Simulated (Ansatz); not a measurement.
The starting structures come from a database of crystals and need not be the phases stable at ambient conditions.

Tunnelling through a barrier is set by its complex band structure: the current falls as exp(−2κd) with the smallest κ.

Given:

```xyz
20
Lattice="6.2838 0.0000 0.0000 -1.8988 7.2598 0.0000 0.0000 0.0000 12.7012" Properties=species:S:1:pos:R:3 pbc="T T T"
Rb     3.9706     1.8737     0.9883
Rb     0.4145     5.3860    11.7129
Rb     3.5564     5.3860     7.3389
Rb     0.8286     1.8737     5.3623
B      2.9984     5.1252     2.9455
B      1.3866     2.1345     9.7556
B      4.5285     2.1345     9.2961
B     -0.1435     5.1252     3.4051
Se    -0.6333     6.8217     2.2778
Se     5.0184     0.4381    10.4233
Se     1.8765     0.4381     8.6284
Se     2.5086     6.8217     4.0728
Se     0.6171     5.8367     5.1776
Se     3.7680     1.4231     7.5235
Se     0.6260     1.4231    11.5282
Se     3.7590     5.8367     1.1730
Se     1.3475     3.9765     2.4976
Se     3.0376     3.2832    10.2036
Se    -0.1044     3.2832     8.8481
Se     4.4894     3.9765     3.8530
```

Space group of this cell: P2_1/c. The cell is taken as given; by r2SCAN its mean pressure is -1.1 GPa.

Transport runs along the normal of the first two printed cell vectors.

The gap is the functional's own. No spin-orbit coupling. Mid-gap values are interpolated on the energy grid.

**Question.** State the band gap and the smallest decay constant κ at mid-gap according to r2SCAN in Ansatz (a program for electronic structure).

**Answer.** Gap 1.86 eV on a 6×4×4 mesh; κ = 0.326 1/Å, at (0.333, 0.000) of the in-plane reciprocal vectors. At the zone centre, at the nearest computed energy, the slowest state has κ = 0.34 1/Å.
